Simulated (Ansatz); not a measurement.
Seebeck coefficient (μV/K, mean over directions) of n-type GaN (P6_3mc) against carrier density, Ansatz (a first-principles code) with r2SCAN with spin-orbit coupling, rigid bands. Computed gap 2.35 eV; densities at which minority carriers matter at this gap, or further valleys turn the trend, are left out. Conductivity mass 0.193 mₑ (harmonic mean over directions), N_c = 2.1e18 cm⁻³ at 300 K.

```tsv
electron density	300 K	500 K
1e16 cm⁻³	-672	-740
1e17 cm⁻³	-474	-542
1e18 cm⁻³	?	-346
3e18 cm⁻³	-192	-255
1e19 cm⁻³	?	-163
3e19 cm⁻³	-59	-95
1e20 cm⁻³	?	-48
3e20 cm⁻³	-16	-26
1e21 cm⁻³	-9	-15
```

Task: Fill in the missing entries.

Result: 
- 1e18 cm⁻³, 300 K: -280
- 1e19 cm⁻³, 300 K: -111
- 1e20 cm⁻³, 300 K: -29

Rigid bands with a gap fixed in temperature, one relaxation time for all states, no polarons or phonon drag, and whether or not such doping can be reached. Geometry: cell and atoms relaxed with PBEsol.
